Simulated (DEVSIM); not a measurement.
System: Schottky contact on n-type β-Ga2O3, at 300 K.

Layer 1 from the left is β-Ga2O3, thickness (μm) 15.0, Nd (cm⁻³) 6e15, τn (s) 1.8e-8, τp (s) 1.8e-8.

Left contact: Schottky, work function 5.73 eV, emission velocity 4.3e6 cm/s. Right contact: ohmic. Voltage is applied to the left contact. Recombination: SRH at mid-gap, Auger. Mobility is μmin + (μ − μmin)/(1 + (N/Nref)^α).

Constants are typed, rounded textbook-type inputs, not results; the design itself was drawn at random and stands for no fabricated device. Values at 300 K.

β-Ga2O3: gap (eV) 4.8, affinity (eV) 4, permittivity 10, Nc (cm⁻³) 3.7e18, Nv (cm⁻³) 5e20, μn (cm²/Vs) 160, μp (cm²/Vs) 1, μn,min 20, μp,min 0.1, Nref,n 1e18, Nref,p 1e18, αn 0.8, αp 0.8, Cn (cm⁶/s) 1e-31, Cp (cm⁶/s) 1e-31.

DEVSIM, 1D drift-diffusion, Boltzmann statistics, complete ionisation; no tunnelling, impact ionisation, image-force lowering or self-heating. Metal contacts follow the ideal Schottky-Mott rule: no Fermi-level pinning, no interface dipoles.

Dark forward current:

```tsv
|V| (V)	|J| (A/cm²)
0.60	1.643e-13
0.65	1.124e-12
0.70	7.688e-12
0.75	5.251e-11
0.80	3.583e-10
0.85	2.441e-9
0.90	1.661e-8
0.95	1.128e-7
1.00	7.642e-7
1.05	5.164e-6
1.10	3.477e-5
1.15	0.0002330
1.20	0.001551
1.25	0.01021
1.30	0.06523
1.35	0.3725
1.40	1.526
1.45	3.924
1.50	7.233
1.55	11.06
1.60	15.19
1.65	19.51
1.70	23.96
1.75	28.51
1.80	33.12
1.85	37.78
```

Task: Work out the local ideality factor n = ΔV / (kT/q · ln(J2/J1)) between the rows 0.60 and 0.65 V, 1.80 and 1.85 V.

Result: kT/q = 25.85 mV. From 0.60 to 0.65 V: ln(1.124e-12/1.643e-13) = 1.923, n = 1.01, near the 1 of diffusion or emission over a barrier. From 1.80 to 1.85 V: ln(37.78/33.12) = 0.132, n = 14.69; the layers' resistance at their doping, Σ W/(qμN) = 0.0099 Ω cm², would take 46 mV of this step of 50 mV.

Task: Estimate the current at 0.95 V for emission alone, J0 = q v N_band exp(−φB/kT), and read the barrier back from the simulated current.

Result: φB = 1.730 eV, N_band = 3.70e18 cm⁻³, J0 = 2.19e-23 A/cm²; J = J0 (exp(qV/kT) − 1) = 2.00e-7 A/cm². The simulation gives 1.13e-7 A/cm²; the estimate lies 78 % above. Read backwards, the simulated current gives an apparent barrier of 1.745 eV. The estimate leaves out transport through the depletion region and minority injection.
